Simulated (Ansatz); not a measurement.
Structures of equal composition on the (100) surface of rock-salt TiN: Al on all Ti sites of the second plane; Al on all Ti sites of the top plane. The slabs share one bottom face, and each structure is named by its start. These are constructed structures in small cells; real faces may alloy, dewet or reconstruct in larger ones, and not all known structures of the face are among them. Slabs of about 13 Å, Fermi-Dirac smearing of 0.1 eV. Bottom of the slabs: a bare face, its two planes held. Relaxed from the named starts with such symmetry as they have, on meshes of like density; energies extrapolated to zero smearing; spin only where a row says so; no spin-orbit coupling, no U. Brackets mark spin-polarised runs, whose order is one that fits the cell.

Calculation: PBE (plane waves to 420 eV, PAW; Ansatz, an electronic-structure program).

Order them by energy per 1x1 cell (lowest first) at the level PBE.

Al on all Ti sites of the top plane (0.000 eV), Al on all Ti sites of the second plane (0.262 eV)
